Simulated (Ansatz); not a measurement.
## B (model structure, started from the C4 type, I4₁32, No. 214, 4 atoms in the cell): equilibrium lattice constant a by level of theory

No measured value is used here.

```tsv
level (code)	value (Å)
PBE (Ansatz)	4.653
PBEsol (Ansatz)	4.633
r²SCAN (Ansatz)	…
r²SCAN+rVV10 (Ansatz)	4.634
```

What belongs in the gaps?


- r²SCAN (Ansatz, a program for electronic structure), value (Å): 4.639

Cutoffs differ between the levels. Ansatz's density-functional and Hartree–Fock values are scalar-relativistic unless marked +SOC, with PAW data made under PBE.

A model structure was made by putting elements into a prototype or built by hand; it is no filed structure, need not be a known phase, and can be a saddle point held by its symmetry.
